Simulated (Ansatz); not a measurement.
The reference is La (space group P6_3/mmc, No. 194; a = 3.7703 Å, c = 12.0810 Å).

Computed with DFT with PBE, PAW potentials and a 420 eV plane-wave cutoff in Ansatz (an electronic-structure program), no SOC.

Before the change:

```
Quantity               Value
-------------------  -------
Lattice parameter a  3.770 Å
c/a ratio              3.204
```

Modification: a hydrostatic pressure of 0.7 GPa.

Problem. Predict the new lattice parameter a.

Solution. The lattice parameter a drops by 0.0338 Å, from 3.770 Å to 3.737 Å.

Problem. What happens to the c/a ratio?

Solution. The c/a ratio is still 3.204.

Load acts through the strain it causes; cell and atoms are relaxed under it. No phonon test of stability was made.
